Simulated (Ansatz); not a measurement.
## GaAs: pressure series

Consider GaAs in the zinc blende structure (space group F-43m, No. 216; a = 5.603 Å).

Cell and atoms are relaxed at each pressure.

The values are results of LDA (Ansatz, an electronic-structure program), no SOC, not measurements.

Candidates:
(a) pressure 15 GPa
(b) pressure −1 GPa
(c) pressure 22.5 GPa
(d) pressure 4.5 GPa

For the base:

| Quantity | Result |
|---|---|
| Band gap | 0.49 eV |

**Question.** Order them by band gap, highest first.

**Answer.** (a) pressure 15 GPa (0.99 eV), (d) pressure 4.5 GPa (0.90 eV), (c) pressure 22.5 GPa (0.87 eV), (b) pressure −1 GPa (0.38 eV)

Load acts through the strain it causes; cell and atoms are relaxed under it. No phonon test of stability was made. Measured, GaAs leaves this structure (for a Cmcm phase) near 15 GPa (room temperature; as listed in arXiv:1906.07825).
